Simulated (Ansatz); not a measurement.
Take BeS in the zinc blende structure (space group F-43m, No. 216) as the base.

```yaml
crystal:
  lattice:
    - [0.00000, 2.39818, 2.39818]
    - [2.39818, 0.00000, 2.39818]
    - [2.39818, 2.39818, 0.00000]
  atoms:
    - { symbol: Be, position: [0.00000, 0.00000, 0.00000] }
    - { symbol: S, position: [0.25000, 0.25000, 0.25000] }
```

Cartesian axes are those of the cell as printed.

Method: LDA in Ansatz (plane waves to 420 eV, PAW, without spin-orbit coupling).

Strains are applied to the cell and any free atomic positions relax; under biaxial strain the out-of-plane vector relaxes too.

One change was made to it. Results:

The band gap falls by 0.03 eV, from 2.82 eV to 2.79 eV; the energy increases by 0.4 meV/atom.

**Question.** Name the change that was made.
(A) biaxial strain −0.42 %, plane normal [111], relaxed out of plane
(B) biaxial strain −1.67 %, plane normal [111], relaxed out of plane
(C) biaxial strain −2.08 %, plane normal [111], relaxed out of plane

**Answer.** A, biaxial strain −0.42 %, plane normal [111], relaxed out of plane. For comparison, the band gap in the other runs: biaxial strain −2.08 %, plane normal [111], relaxed out of plane gives 2.64 eV; biaxial strain −1.67 %, plane normal [111], relaxed out of plane gives 2.68 eV.

Stability against distortions was not tested.

Ansatz is a program for electronic structure.
